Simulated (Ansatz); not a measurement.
ZrB2: response to strain

Take ZrB₂ (space group P6/mmm, No. 191; a = 3.155 Å, c = 3.506 Å; relaxed with 0.1 eV smearing) as the base. Axes: x lies along a and z along c of the hexagonal cell.

Strains are applied to the cell and any free atomic positions relax.

Calculations: PBEsol (Ansatz, a quantum-chemistry and plane-wave program; PAW; 420 eV plane waves; without spin-orbit coupling).

Notes on the quantities. energy relative to the base: free energy F; pressure: mean of the normal stresses, compression positive.

```csv
case,energy relative to the base,volume per atom,pressure
base,0 meV/atom,10.08 Å³,0.0 GPa
uniaxial strain ε_xx = −3.00 %,+18 meV/atom,9.77 Å³,8.5 GPa
uniaxial strain ε_xx = −2.50 %,+12 meV/atom,9.82 Å³,7.0 GPa
uniaxial strain ε_xx = −2.00 %,+7.7 meV/atom,9.87 Å³,5.5 GPa
uniaxial strain ε_xx = −1.50 %,+4.3 meV/atom,9.93 Å³,4.0 GPa
uniaxial strain ε_xx = +0.50 %,+0.5 meV/atom,10.13 Å³,-1.3 GPa
uniaxial strain ε_xx = +1.00 %,+1.8 meV/atom,10.18 Å³,-2.5 GPa
uniaxial strain ε_xx = +1.50 %,+4.0 meV/atom,10.23 Å³,-3.7 GPa
uniaxial strain ε_xx = +2.50 %,?,10.33 Å³,?
uniaxial strain ε_xx = +3.00 %,+16 meV/atom,10.38 Å³,-7.0 GPa
```

Question: What belongs in the blanks?

Answer: 
- uniaxial strain ε_xx = +2.50 %, energy relative to the base: +11 meV/atom
- uniaxial strain ε_xx = +2.50 %, pressure: -5.9 GPa

No phonon test of stability was made. All final runs are without spin polarisation.
